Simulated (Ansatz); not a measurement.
Defect migration in chalcopyrite CuGaSe2: Se vacancy, charge state +2. The step: a nearby Se atom hops onto the vacant site (strongly reconstructed ends); the atom moves 3.95 Å along (0.00, 0.49, -0.25) of the unit cell; the moving atom starts with neighbours Cu at 2.35, Cu at 2.44; Ga at 2.46, Ga at 2.49 Å and ends with Cu at 2.34, Cu at 2.42; Ga at 2.46, Ga at 2.47 Å. A PBE band in Ansatz (plane-wave PAW, one k-point at (0.250, 0.250, 0.250), 64 host sites, 57 SCF runs with any check of the saddle's order, static, no finite-size correction) gives a forward barrier of 1.60 eV. The saddle point's order was not checked. The charge state is imposed; whether it is stable for some Fermi level was not computed. Forms of the defect that were not tried may lie lower.

Single points at the band's start and saddle point can refine it. Rough cost of one point, in units of the band's mean SCF on the same machine:

| Level | Cost of one point |
|---|---|
| PBE, a 2×2×2 k-point mesh shifted by half a step | about 5 |
| r2SCAN at 500 eV, one k-point at (0.250, 0.250, 0.250) | about 2 |

**Question.** Which of these move the barrier by more than 0.1 eV, and how far does each move it?

**Answer.** PBE, a 2×2×2 k-point mesh shifted by half a step: -0.01 eV; r2SCAN at 500 eV, one k-point at (0.250, 0.250, 0.250): +0.24 eV. Each functional is compared with PBE at the same k-points.

Ansatz is a first-principles code.
